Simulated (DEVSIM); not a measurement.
Device: Si n-i-p diode, at 300 K.

```csv
layer (left to right),material,thickness (μm),Nd (cm⁻³),Na (cm⁻³),τn (s),τp (s)
1,Si,1.60,6.4e17,-,3.2e-5,3.2e-5
2,Si,44.0,-,7.6e13,3.2e-5,3.2e-5
3,Si,0.330,-,7.7e18,3.2e-5,3.2e-5
```

Left contact: ohmic. Right contact: ohmic. Voltage is applied to the left contact. Recombination: SRH at mid-gap, Auger. Gap narrowing is on: ΔEg = 6.92 meV × (l + √(l² + 0.5)), l = ln(N/1.3e17 cm⁻³), shared equally by both band edges. Mobility is constant in doping.

This is a model device: material constants are rounded textbook-type values typed into the input, and sizes, dopings and lifetimes were drawn at random. Values at 300 K.

| parameter | Si |
|---|---|
| gap (eV) | 1.124 |
| affinity (eV) | 4.05 |
| permittivity | 11.7 |
| Nc (cm⁻³) | 2.86e19 |
| Nv (cm⁻³) | 3.1e19 |
| μn (cm²/Vs) | 1417 |
| μp (cm²/Vs) | 470 |
| Cn (cm⁶/s) | 2.8e-31 |
| Cp (cm⁶/s) | 9.9e-32 |

DEVSIM, 1D drift-diffusion, Boltzmann statistics, complete ionisation; no tunnelling, impact ionisation, image-force lowering or self-heating.

Task: Tabulate band edges, carrier densities and field at -0.9 V on the left contact.

Result: Energies count from the Fermi level of the right contact; mesh points crowd at the junctions.

```tsv
x (μm)	Ec (eV)	Ev (eV)	n (cm⁻³)	p (cm⁻³)	field (V/cm)
0.000	0.998	-0.103	6.4e17	440	≈ 0
0.04734	0.998	-0.103	6.4e17	1.8e14	≈ 0
0.1851	0.998	-0.103	6.4e17	7.1e14	≈ 0
0.6109	0.998	-0.103	6.4e17	2.3e15	≈ 0
1.363	0.998	-0.103	6.5e17	5.2e15	≈ 0
1.535	0.998	-0.103	6.5e17	5.8e15	≈ 0
1.594	1.004	-0.097	5.1e17	7.7e15	12000
1.661	1.069	-0.055	4.1e16	4.0e16	370
1.832	1.069	-0.055	4.0e16	4.0e16	-26
2.345	1.068	-0.056	4.0e16	4.0e16	-26
3.889	1.064	-0.060	4.0e16	4.0e16	-26
12.03	1.042	-0.081	3.9e16	3.9e16	-26
29.73	0.994	-0.130	3.7e16	3.7e16	-28
40.34	0.964	-0.160	3.5e16	3.5e16	-29
44.41	0.951	-0.172	3.5e16	3.5e16	-30
45.23	0.949	-0.175	3.5e16	3.5e16	-30
45.49	0.948	-0.175	3.4e16	3.5e16	28
45.58	0.971	-0.153	1.4e16	8.3e16	15000
45.63	1.031	-0.036	1.2e15	7.7e18	≈ 0
45.72	1.031	-0.036	8.6e14	7.7e18	≈ 0
45.86	1.031	-0.036	2.8e14	7.7e18	≈ 0
45.93	1.031	-0.036	140	7.7e18	≈ 0
```
